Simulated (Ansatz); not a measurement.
We consider fluorite HfO2 (high-temperature phase), described by rVV10 (PAW; Ansatz, a first-principles code).

Numerical settings: plane-wave cutoff 520 eV, 12×12×12 k mesh, Fermi–Dirac smearing 0.01 eV, scalar-relativistic PAW data made under PBE.

The cell is scaled about its equilibrium volume:

```csv
V (Å³/atom),P (GPa),direct gap at Γ (eV),smallest gap on the k mesh (eV)
10.512,17.37,4.575,3.805
10.736,10.97,4.516,3.750
10.959,5.20,4.458,3.696
11.183,0.01,4.399,3.643
11.407,-4.66,4.340,3.590
11.630,-8.88,4.281,3.538
11.854,-12.67,4.222,3.487
```

The fundamental gap (3.64 eV at the equilibrium volume, with added k points) lies elsewhere than Γ–Γ.

Note: symmetry holds this phase in the static calculation, where it need not be a minimum; held by symmetry at 0 K, a high-temperature phase can be a saddle point.

Spin–orbit coupling is not included.
